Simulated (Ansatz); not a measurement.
An Ansatz (an electronic-structure program) run: Cu with a change (isotropic strain −1.00 %); Ansatz PBEsol, no SOC.

Input:

Ansatz 0.2 input:
```yaml
crystal:
  lattice:
    - [0, 1.7640689496, 1.7640689496]
    - [1.7640689496, 0, 1.7640689496]
    - [1.7640689496, 1.7640689496, 0]
  atoms:
    - { symbol: Cu, position: [0, 0, 0] }
basis: { ecutwfc: 420, ecutrho_ratio: 4, xc_grid: 2, fft_grid_basis: typed }
kpoints: { mp_grid: { grid: [32, 32, 32] } }
hamiltonian:
  xc: pbesol
  dispersion: none
  pseudopotentials: { kind: paw }
scf: { occupations: { method: fermi_dirac, width: 0.1 }, convergence: { dr2_threshold: 0.0000000001 } }
relax: { f_tol: 0.005, max_steps: 50 }
output: { forces: true, stress: true }
checkpoint: { write: state.ck, write_every: 1000 }
```

Output (explanatory and most iteration lines left out):

```
Relaxation: its limit of steps is 50 (relax.max_steps)
Pseudopotential: Cu, paw, valence charge 19
Crystal: 1 atoms, lattice volume = 10.979 Å³
Basis set: ecut = 420 eV, 181 PW (Γ), exchange–correlation on 36×36×36 points (8 copies of the dense FFT grid, shifted against one another)
Bands: 14, of which v1, the nominal top of the filled ones, is band 10 counted from 1 (9 counted from 0)
Symmetry: 48 space group operations
Space group: Fm-3m (ITA 225), of the structure as read, at distance tolerance 2.2e-5 Å
k-points: 897 of 32768
Functional: x = pbesol(κ = 0.804, μ = 0.12345679012345678), c = pbesol(β = 0.046)
SCF iter   1: F=—  HF=-6588.778201 eV  |F-HF|=—  |Δ(HF+E_count)|=         —  Δρ=2.07e-2  dr2=2.39e-2  ethr=1.77e-3  ⟨swp⟩=5.2  Hψ=63270  notcnv=0
SCF iter   2: F=—  HF=-6588.772442 eV  |F-HF|=—  |Δ(HF+E_count)|=   5.76e-3  Δρ=1.01e-3  dr2=5.25e-5  ethr=1.26e-4  ⟨swp⟩=2.8  Hψ=27132  notcnv=0  defer=124
SCF 1 converged in 6 iterations: F = -6588.772441 eV  dr2 = 4.38e-13
relax step   1: F+E_penalty+E_count = -6588.77244093 eV  Δ(F+E_penalty+E_count) = +0.000e0 eV  max|allowed force component| = 0.000e0 eV/Å  Δτ_max = 0.0000 Å  (6 SCF iters, accepted)
SCF converged after 6 iterations
Free energy (F): -6588.772441 eV
Internal energy: -6588.762997 eV  (E = F + TS)
E sigma→0 (E₀):  -6588.767719 eV
Entropy (-TS):   -0.009444 eV (-9.444 meV/atom)
Fermi energy:    18.242189 eV
--- Forces (eV/Å), atoms counted from 1 ---
  atom   1  Cu    -0.00000000     0.00000000    -0.00000000
--- Stress (GPa, compression-positive) ---
        5.455182       0.000000      -0.000000
        0.000000       5.455182       0.000000
       -0.000000      -0.000000       5.455182
  P = ⅓ Tr σ = 5.4552 GPa (54.552 kbar)
--- Relaxed structure (1 steps of the walk, 1 accepted, 0 SCFs on fresh bases) ---
  atoms:
    - { symbol: Cu, position: [0.0, 0.0, 0.0] }
```

Stability against distortions was not tested. The final runs are not spin-polarised. The cell was made from Cu in the fcc (Cu type) structure (space group Fm-3m, No. 225) by this change: isotropic strain −1.00 %.
